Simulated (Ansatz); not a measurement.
A computed series for CdS: element substitutions

Start from CdS in the zinc blende structure (space group F-43m, No. 216).

```xyz
2
Lattice="0.0000 2.9633 2.9633 2.9633 0.0000 2.9633 2.9633 2.9633 0.0000" Properties=species:S:1:pos:R:3 pbc="T T T"
S      4.4450     4.4450     4.4450
Cd     0.0000     0.0000     0.0000
```

Each row replaces one element on all its sites; cell and atoms are relaxed.

All numbers come from Ansatz (a program for electronic structure), PBE, PAW, cutoff 420 eV, spin-orbit coupling left out.

Base values:

The volume per atom is 26.02 Å³.

The aim is a volume per atom between 19.43 Å³ and 21.25 Å³. Which of these changes reaches it?
A) Cd → Zn
B) S → Si
C) S → Se

A, Cd → Zn. It gives 20.16 Å³; S → Si gives 27.28 Å³; S → Se gives 29.73 Å³. Changes not listed may reach it too

No phonon test of stability was made. As relaxed here, CdSi is a hypothetical phase, not in the database extracts checked. The final runs are not spin-polarised.
